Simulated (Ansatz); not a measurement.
**CsPbCl3 under a change: Cl on a Pb site (antisite)**

Take a 20-atom supercell of CsPbCl3 in the cubic perovskite structure (space group Pm-3m, No. 221; a = 5.619 Å) at its relaxed geometry as the base.

It is then changed as follows: one Pb atom is replaced by Cl, atoms relaxed at fixed cell, starting from a slightly rattled geometry.

Calculations: plane-wave PAW DFT at the PBEsol level (Ansatz, a first-principles code, 420 eV), scalar-relativistic without spin-orbit coupling. Settings: 3×3×3 k-points, 0.01 eV Fermi–Dirac smearing.

```json
[
 {"quantity": "gap of the supercell", "base": "1.83 eV", "changed": "zero", "shift": "–"},
 {"quantity": "total moment of the cell", "base": "–", "changed": "1.1 μB", "shift": "–"},
 {"quantity": "mean distance from the defect site to its nearest host atoms", "base": "2.81 Å", "changed": "2.96 Å", "shift": "+0.15 Å"}
]
```

Final structure:

```xyz
20
Lattice="5.6188 -5.6188 -5.6188 -5.6188 5.6188 -5.6188 5.6188 5.6188 5.6188" Properties=species:S:1:pos:R:3 pbc="T T T"
Cs    -0.3299    -0.2463    -5.8915
Cs     0.3013     0.3017    -0.3028
Cs    -0.3030     5.9713     0.2971
Cs     5.8044    -0.1891     0.2282
Cl     2.8146     2.7897    -2.8101
Pb     2.8050     2.8028     2.8131
Pb    -2.8000     2.8026    -2.8079
Pb     2.8070    -2.8342    -2.8129
Cl    -0.1424     2.7653    -2.8504
Cl     5.6176    -2.8653    -2.8406
Cl     5.7733     2.8151    -2.7780
Cl     5.6180     2.8356     2.8341
Cl     2.7744     2.8390    -5.7667
Cl     2.8725     2.7382     0.1493
Cl    -2.8140     2.8191    -5.6197
Cl     2.8176    -2.8581    -5.6193
Cl     2.8369    -0.1695    -2.7947
Cl    -2.7673     5.6076    -2.7785
Cl     2.7646     5.6077     2.7434
Cl     2.7725     5.7464    -2.7929
```

The magnetic state is the one reached from the starting moments; the real material's order can differ, and small cells can't hold many antiferromagnetic ones. In so small a cell the defect repeats every few ångströms: this is an ordered compound, not a dilute defect. A case with no gap was solved on a k-mesh chosen for an insulator, which is coarse for it. Spin-orbit coupling, missing from the scalar runs, can matter with Pb. Many cubic perovskites are stable only at high temperature; tilts and polar distortions were not tested. The defect cell is spin-polarised and ends with 1.1 μB. This is not the structure that CsPbCl3 has at room temperature and ambient pressure.
